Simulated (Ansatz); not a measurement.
Levels about the gap of amorphous Si₂₇N₄₀B₄ (71 atoms in a cell of 783 Å³, 2.89 g/cm³; zone centre alone, so wide bands show as single levels with stretches between that a denser mesh fills), at the geometry that PBE relaxed, where it gives 1.1 GPa on a denser mesh. The participation number counts the atoms over which a state spreads; weights are charges in smoothed Voronoi cells. The levels come from a single point, so bond lengths are those of that geometry. Method of the levels: PBE, scalar-relativistic without spin-orbit coupling (Ansatz, an electronic-structure program). Sampling: the zone centre alone; Fermi-Dirac width 0.02 eV; no spin polarisation. At PBE the levels at the filled edge of the gap are localised (band-tail or defect states), and the nearest spread-out levels lie 2.9 eV apart at the zone centre.

It comes from a melt-quench run on a machine-learned potential (CHGNet), relaxed afterwards by DFT. N atoms were pushed apart under 1.9 Å during the dynamics, to hinder bonds among them. The hot cell started wider than the set density and was brought back towards it in steps. It is the lowest in DFT energy of 2 quenches. It is a model cell: composition and starting density were chosen by hand, and all elements were melted together. No dispersion term was used. Its density started from a set value of 2.89 and ended at 2.89 g/cm³. Cooling (nominally 450 K/ps over its main leg) ran many orders faster than in experiment, which tends to leave more defects and strain. A cell of this size samples the disorder only roughly. The volume was held where the preparation left it and the shape relaxed, at a PBE pressure of 1.1 GPa. Stress components on the final sampling reach 1.1 GPa.

| E - E(highest filled), eV | filling | participation number | largest on | weight N | weight Si | weight B |
|---|---|---|---|---|---|---|
| -0.80 | filled | 13.3 | N, 3 neighbours | 0.89 | 0.10 | 0.01 |
| -0.68 | filled | 10.1 | N, 3 neighbours | 0.89 | 0.11 | 0.01 |
| -0.63 | filled | 20.2 | N, 3 neighbours | 0.90 | 0.09 | 0.01 |
| -0.53 | filled | 10.4 | N, 2 neighbours | 0.88 | 0.10 | 0.02 |
| -0.45 | filled | 12.0 | N, 2 neighbours | 0.88 | 0.10 | 0.01 |
| -0.41 | filled | 6.8 | N, 3 neighbours | 0.88 | 0.09 | 0.03 |
| 0.00 | filled | 7.2 | N, 3 neighbours | 0.88 | 0.09 | 0.03 |
| 2.31 | empty | 23.4 | Si, 4 neighbours | 0.48 | 0.43 | 0.10 |
| 2.71 | empty | 10.5 | Si, 4 neighbours | 0.42 | 0.56 | 0.02 |
| 2.78 | empty | 22.8 | B, 3 neighbours | 0.40 | 0.35 | 0.26 |
| 3.17 | empty | 19.1 | Si, 4 neighbours | 0.44 | 0.40 | 0.16 |
| 3.47 | empty | 18.4 | Si, 4 neighbours | 0.46 | 0.50 | 0.03 |
| 3.70 | empty | 31.4 | Si, 4 neighbours | 0.46 | 0.49 | 0.04 |
| 3.80 | empty | 28.7 | Si, 4 neighbours | 0.42 | 0.45 | 0.13 |

Most localised among these is the filled level at -0.41 eV, on a N atom, which has 3 neighbours (B 1.42 Å, Si 1.67 Å, Si 1.85 Å).
